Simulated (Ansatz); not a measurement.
The reference is Ta in the bcc (W type) structure (space group Im-3m, No. 229; a = 3.254 Å; relaxed with 0.1 eV smearing).

Computed with LDA in Ansatz (plane waves to 420 eV, PAW, scalar-relativistic without spin-orbit coupling).

Strains are applied to the cell and any free atomic positions relax.

One change was made to it. Results:

```csv
quantity,base,after
energy relative to the base (free energy F),0 meV/atom,+2.7 meV/atom
pressure,0.0 GPa,3.4 GPa
```

### Question
Name the change that was made.
A) isotropic strain +1.50 %
B) isotropic strain −3.00 %
C) isotropic strain −0.50 %

### Answer
C, isotropic strain −0.50 %. For comparison, the energy relative to the base in the other runs: isotropic strain +1.50 % gives +23 meV/atom; isotropic strain −3.00 % gives +103 meV/atom.

Whether these cells are dynamically stable was not tested. The final runs are not spin-polarised.

Ansatz is a program for electronic structure.
